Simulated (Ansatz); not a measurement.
## MoSi2, response to strain

Consider MoSi2 (space group I4/mmm, No. 139; relaxed with 0.1 eV smearing).

```
CELL_PARAMETERS angstrom
     -1.58700     1.58700     3.88936
      1.58700    -1.58700     3.88936
      1.58700     1.58700    -3.88936
ATOMIC_POSITIONS crystal
  Si 0.66479 0.66479 0.00000
  Si 0.33521 0.33521 0.00000
  Mo 0.00000 0.00000 0.00000
```

Cartesian axes are those of the cell as printed.

Strains are applied to the cell and any free atomic positions relax; under biaxial strain the out-of-plane vector relaxes too.

Computed with LDA, PAW, 420 eV (Ansatz, a first-principles code; scalar-relativistic without spin-orbit coupling).

Notes on the quantities. energy relative to the base: free energy F.

```tsv
biaxial strain, plane normal [001], relaxed out of plane (%)	energy relative to the base (meV/atom)
-3	40.1
-2.5	27.5
-2	17.5
-1.5	?
-1	4.3
-0.5	1.1
0	0.0
```

Question: Fit ΔE = Aε² + Bε³ (ε in %) to the rows shown and predict the withheld row.

Answer: Least squares on the printed values gives A = 4.20 and B = -0.086 meV/atom (largest residual 0.1 meV/atom); this predicts 9.7 meV/atom, and the run gives 9.7 meV/atom, in agreement.

Stability against distortions was not tested. The final runs are not spin-polarised.
